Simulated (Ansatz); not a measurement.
Base system: GaN (space group Pm-3n, No. 223; a = 5.5714 Å; a hypothetical phase, not in the database extracts checked).

Calculations: PBE (Ansatz, an electronic-structure program, PAW, scalar-relativistic without spin-orbit coupling).

The change: a hydrostatic pressure of 5 GPa.

Q: What happens to the mean gap deformation potential ΔEg/Δln V?

A: The mean gap deformation potential ΔEg/Δln V amounts to -3.9 eV.

Load acts through the strain it causes; cell and atoms are relaxed under it. No phonon test of stability was made. No other phases were tried under pressure.
